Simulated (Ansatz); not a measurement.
BC5 (model structure, P3m1, No. 156, 6 atoms in the cell), treated with PBEsol (Ansatz, a program for electronic structure, plane waves, PAW).

Input:

Ansatz 0.2 input:
```yaml
crystal:
  lattice:
    - [2.5374359804, 0.0, 0.0]
    - [-1.2687179902, 2.1974840195, 0.0]
    - [0.0, 0.0, 6.3648134448]
  atoms:
    - { symbol: B, position: [0.0, 0.0, 0.0034349769] }
    - { symbol: C, position: [0.3333333333, 0.6666666667, 0.1113730207] }
    - { symbol: C, position: [0.3333333333, 0.6666666667, 0.3463392901] }
    - { symbol: C, position: [0.6666666667, 0.3333333333, 0.4289178228] }
    - { symbol: C, position: [0.6666666667, 0.3333333333, 0.6717704179] }
    - { symbol: C, position: [0.0, 0.0, 0.7504574716] }
basis:
  ecutwfc: 520
  ecutrho_ratio: 4
  xc_grid: 2
kpoints:
  mp_grid: { grid: [24, 24, 10] }
hamiltonian:
  xc: pbesol
  dispersion: none
  pseudopotentials: { kind: paw }
scf:
  occupations: { method: fermi_dirac, width: 0.05 }
  convergence: { dr2_threshold: 0.0000000006 }
output:
  forces: true
  stress: true
  eigenvalues: true
```

From the output:

```
Crystal: 6 atoms, lattice volume = 35.490 Å³
Basis set: ecut = 520 eV, 983 PW (Γ), exchange–correlation on 40×40×96 points (8 copies of the dense FFT grid, shifted against one another)
Bands: 18, of which v1, the nominal top of the filled ones, is band 12 counted from 1 (11 counted from 0)
Symmetry: 6 space group operations
Space group: P3m1 (ITA 156), of the structure as read, at distance tolerance 3.3e-5 Å
k-points: 558 of 5760 (time reversal used)
Functional: x = pbesol(κ = 0.804, μ = 0.12345679012345678), c = pbesol(β = 0.046)
SCF iter   1: F=—  HF=-1385.267438 eV  |F-HF|=—  |Δ(HF+E_count)|=         —  Δρ=2.35e-2  dr2=6.73e-1
SCF iter   2: F=—  HF=-1385.230034 eV  |F-HF|=—  |Δ(HF+E_count)|=   3.74e-2  Δρ=1.78e-2  dr2=5.08e-1
  ...
SCF iter   8: F=—  HF=-1385.130780 eV  |F-HF|=—  |Δ(HF+E_count)|=   2.91e-9  Δρ=4.01e-6  dr2=1.40e-9
SCF iter   9: F=-1385.130780 eV  HF=-1385.130780 eV  |F-HF|=1.14e-11  |Δ(HF+E_count)|=   1.24e-9  Δρ=4.07e-7  dr2=2.00e-11
SCF 1 converged in 9 iterations: F = -1385.130780 eV  dr2 = 2.00e-11
SCF converged after 9 iterations
Free energy (F): -1385.130780 eV
Internal energy: -1385.124100 eV  (E = F + TS)
E sigma→0 (E₀):  -1385.127440 eV
Fermi energy:    11.500445 eV
--- Forces (eV/Å), atoms counted from 1 ---
  atom   1  B      0.00000000    -0.00000000    -0.00280356
  atom   2  C     -0.00000000    -0.00000000     0.00179969
  atom   3  C      0.00000000    -0.00000000    -0.00060698
  atom   4  C      0.00000000     0.00000000     0.00293802
  atom   5  C      0.00000000    -0.00000000    -0.00191300
  atom   6  C      0.00000000     0.00000000     0.00058394
--- Stress (GPa, compression-positive) ---
        0.006248      -0.000000      -0.000000
        0.000000       0.006248      -0.000000
        0.000000      -0.000000      -0.003486
  P = ⅓ Tr σ = 0.0030 GPa (0.030 kbar)
```

The PAW data were made under PBE.

Note: the relaxation could raise the start's symmetry but not lower it, so the cell can be a saddle point.

The result took roughly 22 core-seconds.

A model structure was made by putting elements into a prototype or built by hand; it is no filed structure, need not be a known phase, and can be a saddle point held by its symmetry.
